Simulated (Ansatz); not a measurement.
Input:

```
CELL_PARAMETERS angstrom
      0.00000     1.81205     1.81205
      1.81205     0.00000     1.81205
      1.81205     1.81205     0.00000
ATOMIC_POSITIONS crystal
  B  0.00000 0.00000 0.00000
  N  0.75000 0.75000 0.75000
```

These are PBE, rigid bands (plane waves, PAW, scalar-relativistic; Ansatz, a program for electronic structure) values and carry that method's errors. Condition of this run: functional PBE, cell relaxed with it. Cell: cell and atoms relaxed with PBE.

### Question
Predict the hole conductivity mass (n e² τ/σ) at 300 K, by direction if it differs.

### Answer
0.70 mₑ.

### Question
What conductivity effective mass do dilute electrons have at 300 K?

### Answer
0.39 mₑ.

### Question
And the band gap?

### Answer
4.46 eV at this level; semilocal functionals usually fall short of the measured gap.

Rigid bands, one relaxation time for all states, no polarons. Spin-orbit coupling is left out.
